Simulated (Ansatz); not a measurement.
The reference is MgS in the rock salt structure (space group Fm-3m, No. 225; a = 5.182 Å). Axes: x, y, z lie along the cube axes.

Level of theory: Ansatz (an electronic-structure program) PBEsol, scalar-relativistic without spin-orbit coupling.

For the base:

The valence-band top at Γ comes out as 0.00, 0.00, 0.00 eV.

It is then changed as follows: compressive biaxial strain of 0.50 % in the plane normal to [001], as in epitaxy on a mismatched substrate; the out-of-plane cell vector and the atoms relax.

Question: How does this affect the valence-band top at Γ?

Answer: The valence-band top at Γ (three highest levels, from the VBM) changes from 0.00, 0.00, 0.00 eV to 0.00, -0.03, -0.03 eV.

Question: How does this affect the energy relative to the base?

Answer: The energy goes up by 0.5 meV/atom.

Question: Estimate the effect on the in-plane stress.

Answer: The mean in-plane stress (compression positive) comes out as +0.9 GPa.

Question: How does this affect the out-of-plane strain?

Answer: The out-of-plane strain is +0.27 %.

The levels and masses belong to the bands next to the band gap. Stability against distortions was not tested.
